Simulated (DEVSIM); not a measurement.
System: abrupt GaAs p-n junction, at 300 K.

```tsv
layer (left to right)	material	thickness (μm)	Nd (cm⁻³)	Na (cm⁻³)	τn (s)	τp (s)
1	GaAs	0.110	-	9.2e16	3.4e-10	3.4e-10
2	GaAs	0.970	2.1e13	-	3.4e-10	3.4e-10
```

Left contact: ohmic. Right contact: ohmic. Voltage is applied to the left contact. Recombination: SRH at mid-gap, radiative. Mobility is constant in doping.

This is a model device: material constants are rounded textbook-type values typed into the input, and sizes, dopings and lifetimes were drawn at random. Values at 300 K.

```tsv
parameter	GaAs
gap (eV)	1.424
affinity (eV)	4.07
permittivity	12.9
Nc (cm⁻³)	4.7e17
Nv (cm⁻³)	9e18
μn (cm²/Vs)	8500
μp (cm²/Vs)	400
B (cm³/s)	2e-10
```

DEVSIM, 1D drift-diffusion, Boltzmann statistics, complete ionisation; no tunnelling, impact ionisation, image-force lowering or self-heating.

**Question.** Give the dark forward current.

**Answer.** 
```json
[
 {"V (V)": "0.05", "J (A/cm²)": "8.0e-9"},
 {"V (V)": "0.15", "J (A/cm²)": "8.6e-8"},
 {"V (V)": "0.25", "J (A/cm²)": "7.0e-7"},
 {"V (V)": "0.35", "J (A/cm²)": "5.7e-6"},
 {"V (V)": "0.45", "J (A/cm²)": "5.0e-5"},
 {"V (V)": "0.55", "J (A/cm²)": "0.00051"},
 {"V (V)": "0.65", "J (A/cm²)": "0.0074"},
 {"V (V)": "0.75", "J (A/cm²)": "0.14"},
 {"V (V)": "0.85", "J (A/cm²)": "2.3"},
 {"V (V)": "0.95", "J (A/cm²)": "18"},
 {"V (V)": "1.00", "J (A/cm²)": "43"},
 {"V (V)": "1.10", "J (A/cm²)": "170"},
 {"V (V)": "1.20", "J (A/cm²)": "310"},
 {"V (V)": "1.30", "J (A/cm²)": "430"},
 {"V (V)": "1.40", "J (A/cm²)": "560"},
 {"V (V)": "1.50", "J (A/cm²)": "700"},
 {"V (V)": "1.60", "J (A/cm²)": "840"},
 {"V (V)": "1.70", "J (A/cm²)": "1000"},
 {"V (V)": "1.80", "J (A/cm²)": "1200"},
 {"V (V)": "1.90", "J (A/cm²)": "1300"}
]
```
